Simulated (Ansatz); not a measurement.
The parent structure is CdS in the wurtzite structure (space group P6_3mc, No. 186; a = 4.196 Å, c = 6.830 Å). Axes: x lies along a and z along c of the hexagonal cell.

The values are results of Ansatz (a quantum-chemistry and plane-wave program) PBE, no spin-orbit coupling, not measurements.

Before the change:

The band gap is 1.11 eV and the valence-band top at Γ is 0.00, 0.00, -0.04 eV.

Now apply this change: uniaxial stress, 1 GPa tension along z; all other stress components relax to zero.

Problem. What happens to the band gap?

Solution. The band gap shrinks by 0.05 eV to 1.06 eV.

Problem. What happens to the valence-band top at Γ?

Solution. The valence-band top at Γ (three highest levels, from the VBM) becomes 0.00, 0.00, -0.10 eV (base: 0.00, 0.00, -0.04 eV).

Problem. What happens to the strain response?

Solution. The strain response (xx, yy, zz) amounts to (−0.46, −0.46, +1.54) %.

Stability under load was not tested beyond the relaxation.
